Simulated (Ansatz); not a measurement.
## A computed series for CsSnI3: pressure series

Start from CsSnI3 in the cubic perovskite structure (space group Pm-3m, No. 221; a = 6.224 Å).

Cell and atoms are relaxed at each pressure.

Level of theory: Ansatz (a first-principles code) r2SCAN, no SOC.

**Question.** Only one of these has no band gap. Which?
A. pressure 7.5 GPa
B. pressure 1.5 GPa
C. pressure 0.7 GPa

**Answer.** A, pressure 7.5 GPa. Computed: pressure 0.7 GPa: 0.28 eV; pressure 7.5 GPa: zero; pressure 1.5 GPa: 0.09 eV

The mesh was chosen for an insulator and is coarse for the gapless case. Spin-orbit coupling, missing from the scalar runs, can matter with I. Load acts through the strain it causes; cell and atoms are relaxed under it. No phonon test of stability was made. Competing high-pressure phases were not computed. All final runs are without spin polarisation. Many cubic perovskites are stable only at high temperature; tilts and polar distortions were not tested. The zero or small gap of CsSnI3 under pressure 0.7 GPa, CsSnI3 under pressure 7.5 GPa and CsSnI3 under pressure 1.5 GPa can change with the level of theory.
